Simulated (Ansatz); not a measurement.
**TiO2, response to strain**

Start from TiO2 in the rutile structure (space group P4_2/mnm, No. 136; a = 4.548 Å, c = 2.917 Å). Axes: x, y, z lie along a, b, c of the conventional cell.

Strains are applied to the cell and any free atomic positions relax.

Computed with DFT with LDA, PAW potentials and a 420 eV plane-wave cutoff in Ansatz (a program for electronic structure), scalar-relativistic without spin-orbit coupling.

Notes on the quantities. energy relative to the base: free energy F; pressure: mean of the normal stresses, compression positive.

```tsv
change	energy relative to the base	pressure	band gap
base	0 meV/atom	0.00 GPa	1.86 eV
uniaxial strain ε_zz = +0.60 %	+0.6 meV/atom	-1.73 GPa	1.84 eV
uniaxial strain ε_zz = +1.20 %	+2.3 meV/atom	-3.41 GPa	1.83 eV
uniaxial strain ε_zz = +1.80 %	+5.2 meV/atom	-5.03 GPa	1.82 eV
uniaxial strain ε_zz = +2.40 %	+9.1 meV/atom	-6.60 GPa	1.80 eV
uniaxial strain ε_zz = +3.00 %	+14 meV/atom	-8.12 GPa	1.78 eV
```

Whether these cells are dynamically stable was not tested. The final runs are not spin-polarised.
